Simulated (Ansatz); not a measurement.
# SiO2: energy against strain

SiO2 (rutile, P4_2/mnm, 7.657 Å³/atom and stress up to 0.01 GPa in the relaxed cell, c along z) under a strain ε along a (axis x), the other axes held. LDA in Ansatz, a plane-wave DFT program (PAW, default set), 420 eV, 8×8×12 Γ-centred mesh, Fermi-Dirac smearing 0.05 eV; ions are relaxed, or left where forces stay under 0.02 eV/Å, within the symmetry of each cell.

Here s stands for strain and y for E less E0.

```csv
strain (%),E less E0 (meV/atom)
-1.20,1.58
-0.60,0.39
0.00,0.00
0.60,0.38
1.20,1.53
3.00,?
```

Using a parabola, estimate the missing y at s = 3.00 from the other rows, showing the fit.

Least squares gives y = -0.003 - 0.0183·s + 1.0813·s². Residuals (row less fit): 0.004, -0.007, 0.003, 0.005, -0.002; standard error 0.007 (degrees of freedom: 2). Twice the quadratic coefficient over the volume, 2 × 1.0813 meV × 10⁴ × 0.1602 / 7.657 Å³, is the elastic constant C11 = 452 ± 2 GPa (± standard error of the fit, which holds the terms cut off). At the withheld row, y = -0.003 - 0.0183 × 3.0 + 1.0813 × 3.0² = 9.674 meV/atom. The calculation gives 9.21 meV/atom, 0.464 meV/atom below the prediction (5.0 % of the range of y in the table). The row lies outside the fitted rows, so this is an extrapolation. From the scatter of the fitted rows alone, a prediction at this place has a standard error of 0.046 meV/atom, so the miss is 10.1 times that.

A polynomial of degree 3 through the 10 other runs of the series gives 9.21 there, so most of the miss is curvature that the fit leaves out. SiO2 is here stishovite, a high-pressure form. Rows are the converged runs of the series near zero and its far end; series whose fitted rows scatter by over a few per cent of the range, as at a crossing or softening among them, aren't shown in this form, nor equations of state whose B0' disagrees with the runs' pressures. Most that stay on the fit to the last digits aren't either.
